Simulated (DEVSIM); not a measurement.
System: Schottky contact on n-type GaAs, at 300 K.

```tsv
layer (left to right)	material	thickness (μm)	Nd (cm⁻³)	τn (s)	τp (s)
1	GaAs	0.750	2.1e16	1.8e-9	1.8e-9
```

Left contact: Schottky, work function 5.16 eV, emission velocity 2.4e6 cm/s. Right contact: ohmic. Voltage is applied to the left contact. Recombination: SRH at mid-gap, radiative. Mobility is μmin + (μ − μmin)/(1 + (N/Nref)^α).

The device is made up for the run: typed textbook-type constants, with dimensions and the other settings drawn at random. Values at 300 K; Nc and Nv go as T^1.5, mobilities as T to minus their exponent, the gap by Varshni's rule with the affinity fixed. The table also holds parameters that only a changed run uses.

| parameter | GaAs |
|---|---|
| gap (eV) | 1.424 |
| affinity (eV) | 4.07 |
| permittivity | 12.9 |
| Nc (cm⁻³) | 4.7e17 |
| Nv (cm⁻³) | 9e18 |
| μn (cm²/Vs) | 8500 |
| μp (cm²/Vs) | 400 |
| μn,min | 500 |
| μp,min | 20 |
| Nref,n | 6e16 |
| Nref,p | 1.5e17 |
| αn | 0.39 |
| αp | 0.38 |
| T exponent of μn | 2.1 |
| T exponent of μp | 2.2 |
| B (cm³/s) | 2e-10 |
| Cn (cm⁶/s) | 1e-30 |
| Cp (cm⁶/s) | 1e-30 |
| Varshni α (eV/K) | 0.000541 |
| Varshni β (K) | 204 |

Model (solved in DEVSIM): 1D drift-diffusion, Boltzmann statistics, complete ionisation; no tunnelling, impact ionisation, image-force lowering or self-heating. Metal contacts follow the ideal Schottky-Mott rule: no Fermi-level pinning, no interface dipoles.

Base results: potential step across the device at zero bias (V) 1.010; dark forward voltage at 100 A/cm² (V) 0.897; largest field in the device at zero bias (V/cm) 76000; dark forward voltage at 1 A/cm² (V) 0.777.

### Question
What follows from this one change: doping Nd of layer 1 2.1e+16 → 6.3e+16 cm^-3?

### Answer
potential step across the device at zero bias 1.010 → 1.038 V; dark forward voltage at 100 A/cm² little changed (0.897 V); largest field in the device at zero bias 76000 → 130000 V/cm; dark forward voltage at 1 A/cm² little changed (0.777 V).

### Question
What follows from this one change: temperature 300 → 350 K?

### Answer
potential step across the device at zero bias 1.010 → 0.989 V; dark forward voltage at 100 A/cm² 0.897 → 0.858 V; largest field in the device at zero bias little changed (75000 V/cm); dark forward voltage at 1 A/cm² 0.777 → 0.718 V.
